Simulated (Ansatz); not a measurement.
**What pressure 15 GPa does to KI**

Consider KI in the rock salt structure (space group Fm-3m, No. 225; a = 7.092 Å).

Perturbation: a hydrostatic pressure of 15 GPa.

The values are results of r2SCAN (Ansatz, an electronic-structure program; PAW; 500 eV plane waves; no spin-orbit coupling), not measurements. k-mesh 8×8×8 (Γ-centred); smearing 0.05 eV (Fermi–Dirac).

```csv
quantity,base,changed,shift
volume per atom,44.58 Å³,29.12 Å³,-15.46 Å³
density,3.09 g/cm³,4.73 g/cm³,+1.64 g/cm³
lattice parameter a,709.2 pm,615.3 pm,-93.9 pm
enthalpy H = E + PV relative to the base's energy,–,+3.21 eV/atom,–
band gap,4.58 eV,4.23 eV,-0.356 eV
gap character,direct at Γ,"indirect, Γ → X",–
smallest direct gap,4.58 eV,4.86 eV,+0.28 eV
width of the top valence band,0.58 eV,1.32 eV,+0.74 eV
electron mass,0.34 mₑ (at Γ),"1.2 mₑ along k, 0.30 mₑ across (at X)",–
"hole mass (degenerate bands, along [100])","0.50, 2.6, 2.6 mₑ (at Γ)","0.27, 1.5, 1.5 mₑ (at Γ)",–
```

With I present, leaving out spin-orbit coupling can change the band edges. Load acts through the strain it causes; cell and atoms are relaxed under it. Effective masses come from finite differences of ±0.01 Å⁻¹. Along k means along the line from Γ to the band edge. Whether these cells are dynamically stable was not tested. Competing high-pressure phases were not computed.
